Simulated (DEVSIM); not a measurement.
Device: abrupt Si n-p junction, at 300 K.

```csv
layer (left to right),material,thickness (μm),Nd (cm⁻³),Na (cm⁻³),τn (s),τp (s)
1,Si,0.310,6e15,-,9.3e-6,9.3e-6
2,Si,1.10,-,3.8e13,9.3e-6,9.3e-6
```

Left contact: ohmic. Right contact: ohmic. Voltage is applied to the left contact. Recombination: SRH at mid-gap, Auger. Mobility is μmin + (μ − μmin)/(1 + (N/Nref)^α).

Constants are typed, rounded textbook-type inputs, not results; the design itself was drawn at random and stands for no fabricated device. Values at 300 K.

```csv
parameter,Si
gap (eV),1.124
affinity (eV),4.05
permittivity,11.7
Nc (cm⁻³),2.86e19
Nv (cm⁻³),3.1e19
μn (cm²/Vs),1417
μp (cm²/Vs),470
"μn,min",52
"μp,min",45
"Nref,n",9.7e16
"Nref,p",2.2e17
αn,0.68
αp,0.72
Cn (cm⁶/s),2.8e-31
Cp (cm⁶/s),9.9e-32
```

Model (solved in DEVSIM): 1D drift-diffusion, Boltzmann statistics, complete ionisation; no tunnelling, impact ionisation, image-force lowering or self-heating.

Q: Give the dark forward current.

A: 
(V (V), J (A/cm²)): (-0.05, -1.6e-5); (-0.10, -0.00011); (-0.15, -0.00069); (-0.20, -0.0041); (-0.30, -0.12); (-0.35, -0.60); (-0.40, -2.5); (-0.45, -8.3); (-0.50, -23); (-0.55, -52); (-0.60, -100); (-0.70, -210); (-0.75, -270); (-0.80, -330); (-0.85, -390); (-0.90, -450); (-0.95, -520); (-1.05, -670); (-1.10, -750); (-1.15, -840); (-1.20, -920); (-1.25, -1000); (-1.30, -1100); (-1.35, -1200); (-1.45, -1400); (-1.50, -1500); (-1.55, -1700); (-1.60, -1800)
